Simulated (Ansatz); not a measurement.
The starting structures come from a database of crystals and need not be the phases stable at ambient conditions.

By PBEsol, the system below comes out a metal.

A figure of merit of an interconnect metal is its ballistic conductance per area.

Consider the following.

```
Ag
1.0
    2.91113     0.00000     0.00000
    0.00000     9.46371     0.00000
    1.45556     0.00000     2.52111
Ag
4
Direct
  0.00000   0.00000   0.00000
  0.00000   0.50000   0.00000
  0.33333   0.75000   0.33333
  0.66667   0.25000   0.66667
```

The cell is taken as given; by PBEsol it stands under a pressure of -4.3 GPa.

The current flows along the normal of the first two printed cell vectors, the (100) plane of the conventional cell. No spin-orbit coupling; the value is a mean over 0.1 eV about the Fermi level.

Q: Compute, with Ansatz (a first-principles code) with PBEsol, the ballistic conductance per area.

A: 0.84 × 10¹⁵ S/m² for both spins.
